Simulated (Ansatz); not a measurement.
Defect migration in cuprite: interstitial Na, charge state +1. The step: several atoms move together, Na the farthest; the atom moves 1.37 Å along (-0.23, -0.23, 0.00) of the unit cell; the moving atom starts with neighbours 2 Cu at 2.47, Cu at 2.81, 2 Cu at 2.84, Cu at 2.88; O at 2.31, 2 O at 2.32, O at 2.33 Å and ends with 2 Cu at 2.46, Cu at 2.82, Cu at 2.84, Cu at 2.85, Cu at 2.88; O at 2.30, 2 O at 2.32, O at 2.33 Å. DFT values are from Ansatz (plane-wave PAW, 420 eV unless said) in a cell of 48 host sites, spin-restricted, static, with no finite-size correction. The charge state is imposed; whether it is stable for some Fermi level was not computed. Sites that were not tried may lie lower. For the PBE band: the program found a first-order saddle point.

| Level | Forward barrier (eV) | Cost of the band or of the saddle's single point |
|---|---|---|
| CHGNet universal potential (has no charge state), its own band | 0.06 | - |
| PBE, one k-point at (0.250, 0.250, 0.250), band relaxed | 0.07 | around 50 core-minutes (rough) |
| PBE, a 2×2×2 k-point mesh shifted by half a step, same geometries | 0.07 | roughly 2.5 core-minutes |
| r2SCAN at 500 eV, one k-point at (0.250, 0.250, 0.250), same geometries | 0.10 | around 90 core-seconds (rough) |

Ansatz is an electronic-structure program.
